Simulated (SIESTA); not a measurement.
A self-consistent single point of CuTe (P1, 4 atoms in the cell) with SIESTA.

Computed with SIESTA 5.4.2 with LDA PW92, numerical atomic orbitals DZP, PseudoDojo LDA standard norm-conserving potentials (rewritten from UPF to PSML).

The change in words: atoms moved at random. Reference geometry:
```
CELL_PARAMETERS angstrom
      3.19743     0.00000     0.00000
      0.00000     3.94576     0.00000
      0.00000     0.00000     7.21942
ATOMIC_POSITIONS crystal
  Cu 0.00000 0.50000 0.46459
  Cu 0.50000 0.00000 0.53541
  Te 0.00000 0.00000 0.23823
  Te 0.50000 0.50000 0.76177
```

Reference input (self-consistent single point, DFT, LDA PW92, numerical atomic orbitals DZP, PseudoDojo LDA standard norm-conserving potentials (rewritten from UPF to PSML)): XC.functional = LDA; XC.authors = PW92; potentials = PseudoDojo LDA standard; PAO.BasisSize = DZP; PAO.EnergyShift = 0.005 Ry; MeshCutoff = 350 Ry; kgrid.MonkhorstPack = 7 6 3; OccupationFunction = MP; OccupationMPOrder = 0; ElectronicTemperature = 0.136 eV; MaxSCFIterations = 150; SCF.Mixer.Method = Pulay. This run's input differs from it in these lines:

```diff
@@ -18,6 +18,6 @@
 %block AtomicCoordinatesAndAtomicSpecies
-     0.000000000    0.500000000    0.464590000  1
-     0.500000000    0.000000000    0.535410000  1
-     0.000000000    0.000000000    0.238230000  2
-     0.500000000    0.500000000    0.761770000  2
+    -0.023284000    0.494561000    0.457584000  1
+     0.509077000    0.007847000    0.533751000  1
+     0.012769000    0.000433000    0.243695000  2
+     0.501439000    0.497159000    0.764970000  2
 %endblock AtomicCoordinatesAndAtomicSpecies
```

The program printed (abridged):

```
        iscf     Eharris(eV)        E_KS(eV)     FreeEng(eV)     dDmax    Ef(eV) dHmax(eV)
   scf:    1   -15553.705608   -15855.957616   -15856.003373  1.236803 -0.008770 66.740847
   scf:    2   -15766.647160   -15951.860680   -15951.872986  1.780403 -4.240721 36.293562
   scf:    3   -16017.480115   -15992.450568   -15992.459110  0.550755 -3.821940 13.655124
   scf:    4   -16000.715815   -15997.925940   -15997.937486  0.167243 -3.637844  3.067661
   scf:    5   -15998.339607   -15998.256387   -15998.271260  0.056147 -3.588966  0.490072
   [... 3 lines left out ...]
   scf:    9   -15998.262465   -15998.262959   -15998.278949  0.003216 -3.649156  0.080747
   scf:   10   -15998.263255   -15998.263160   -15998.279120  0.001332 -3.651479  0.013011
   scf:   11   -15998.263179   -15998.263171   -15998.279126  0.000423 -3.652161  0.001232
   scf:   12   -15998.263174   -15998.263173   -15998.279126  0.000047 -3.652307  0.000584
SCF Convergence by DM+H criterion
max |DM_out - DM_in|         :     0.0000471505
max |H_out - H_in|      (eV) :     0.0005842468
SCF cycle converged after 12 iterations

Using DM_out to compute the final energy and forces

siesta: E_KS(eV) =           -15998.2632

siesta: E_KS - E_eggbox =    -15998.2632

siesta: Atomic forces (eV/Ang):
     1    0.173870    0.316880    0.414561
     2   -0.128790   -0.329986    0.384773
     3   -0.014091   -0.176470   -1.110219
     4   -0.027555    0.191597    0.311093
   Tot    0.003435    0.002021    0.000207
   Max    1.110219
   Res    0.405607    sqrt( Sum f_i^2 / 3N )
   Max    1.110219    constrained

Stress tensor Voigt[x,y,z,yz,xz,xy] (kbar):        6.75        1.47      -19.50       -8.79        1.78       -1.35
(Free)E + p*V (eV/cell)   -15998.0655
   [... lines left out ...]
siesta: FreeEng =    -15998.279126
   [... lines left out ...]
siesta:     0.004214   -0.000845    0.001109
siesta:    -0.000845    0.000920   -0.005485
siesta:     0.001110   -0.005485   -0.012170

siesta: Cell volume =         91.082378 Ang**3

siesta: Pressure (static):
siesta:                Solid            Molecule  Units
siesta:           0.00002555         -0.00010710  Ry/Bohr**3
siesta:           0.00234553         -0.00983337  eV/Ang**3
siesta:           3.75795612        -15.75479969  kBar
```

The run converged in 12 iterations. Against the reference run the free energy goes up by 13.5 meV/atom, the pressure goes from -0.31 to 0.38 GPa and the largest force goes from 0.564 to 1.124 eV/Å.

The starting cell comes from a database of computed structures (which also holds hypothetical and non-ambient phases and stackings), without a prior relaxation at this level. Its lattice was rescaled by a random factor within 2.5 % of one. For this run, on top of that: atoms moved at random. Spin polarisation is off. Values carry the incompleteness of an atom-centred basis. Forces in this geometry exceed 1 eV/Å. The run gives no clean gap (levels at the Fermi energy touch, overlap or are partly filled at this smearing), which alone does not show that the compound is a metal.

Cost on one core of a shared machine: roughly 30 s.
